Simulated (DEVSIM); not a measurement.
Structure: Pd/SiON/p-GaSb capacitor, at 300 K.

Layer 1 from the left is SiON, thickness (nm) 2.10. Layer 2 from the left is GaSb, thickness (nm) 5500, Na (cm⁻³) 1.2e16.

Metal gate on the left, work function 5.2 eV. Fixed charge at the semiconductor interface -6.8e11 cm⁻² (in units of +e); interface traps 1e12 cm⁻² eV⁻¹, uniform in energy, neutral level at 0.7 of the gap above the valence band.

Constants are typed, rounded textbook-type inputs, not results; the design itself was drawn at random and stands for no fabricated device. Values at 300 K.

SiON: gap (eV) 7, affinity (eV) 1.4, permittivity 5.5. GaSb: gap (eV) 0.726, affinity (eV) 4.06, permittivity 15.7, Nc (cm⁻³) 2.1e17, Nv (cm⁻³) 1.8e19.

Simulated with DEVSIM: 1D Poisson equation in equilibrium, Boltzmann statistics, complete ionisation; no quantum confinement or tunnelling. Metal contacts follow the ideal Schottky-Mott rule: no Fermi-level pinning, no interface dipoles.

### Question
What does the simulation give for the flat-band voltage?

### Answer
flat-band voltage 0.63 V.
